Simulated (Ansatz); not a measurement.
Data:

```
CsPbCl3
1.0
    5.61876     0.00000     0.00000
    0.00000     5.48784     0.00000
    0.00000     0.00000     5.61876
Cs Pb Cl
1 1 3
Direct
  0.00000   0.00000   0.00000
  0.50000   0.50000   0.50000
  0.00000   0.50000   0.50000
  0.50000   0.50000   0.00000
  0.50000   0.00000   0.50000
```

No spin polarisation.

Computed with PBEsol/PAW in Ansatz (a program for electronic structure), without spin-orbit coupling, earlier PAW set. Settings: 6×6×6 k-points, 0.05 eV Fermi–Dirac smearing.

Problem. Predict the gap character.

Solution. Direct at A.

Problem. Estimate the space group.

Solution. P4/mmm (No. 123).

Spin-orbit coupling, missing from the scalar runs, can matter with Pb. The cells carry an imposed strain or load. Whether these cells are dynamically stable was not tested. The cell was made from CsPbCl$_{3}$ in the cubic perovskite structure (space group Pm-3m, No. 221) by this change: uniaxial strain ε_yy = −2.33 %. Many cubic perovskites are stable only at high temperature; tilts and polar distortions were not tested. This is not the structure that CsPbCl3 has at room temperature and ambient pressure.
